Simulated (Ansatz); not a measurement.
An Ansatz (a program for electronic structure) input (Ansatz LDA, scalar-relativistic without spin-orbit coupling):

Ansatz 0.2 input:
```yaml
crystal:
  lattice:
    - [4.5341251476, 0, 0]
    - [0, 4.5341251476, 0]
    - [2.2670625738, -2.2670625738, 3.1118132669]
  atoms:
    - { symbol: Mg, position: [0.75, 0.75, 0.5] }
    - { symbol: Mg, position: [0.25, 0.25, 0.5] }
    - { symbol: Ge, position: [0, 0, 0] }
basis: { ecutwfc: 420, ecutrho_ratio: 4, xc_grid: 2, fft_grid_basis: typed }
kpoints: { mp_grid: { grid: [13, 13, 13] } }
hamiltonian:
  xc: lda
  dispersion: none
  pseudopotentials: { kind: paw }
scf: { occupations: { method: fermi_dirac, width: 0.05 } }
relax: { f_tol: 0.005, max_steps: 50, cell: { stress_tol: 0.01, fix: [a, b, gamma] } }
output: { forces: true, stress: true }
checkpoint: { write: state.ck, write_every: 1000 }
```

Question: Which symmetry and how many k-points will the program report, and about how many plane waves at Γ?

Answer: Space group I4/mmm (ITA 139) with 16 operations, k-points 196 of 2197, and 1243 plane waves at Γ.

Question: And the final pressure?

Answer: -1.65 GPa (compression positive).

The cells carry an imposed strain or load. Whether these cells are dynamically stable was not tested. The final runs are not spin-polarised. The cell was made from Mg$_{2}$Ge in the anti-fluorite structure (space group Fm-3m, No. 225) by this change: biaxial strain +2.00 %, plane normal [001], relaxed out of plane.
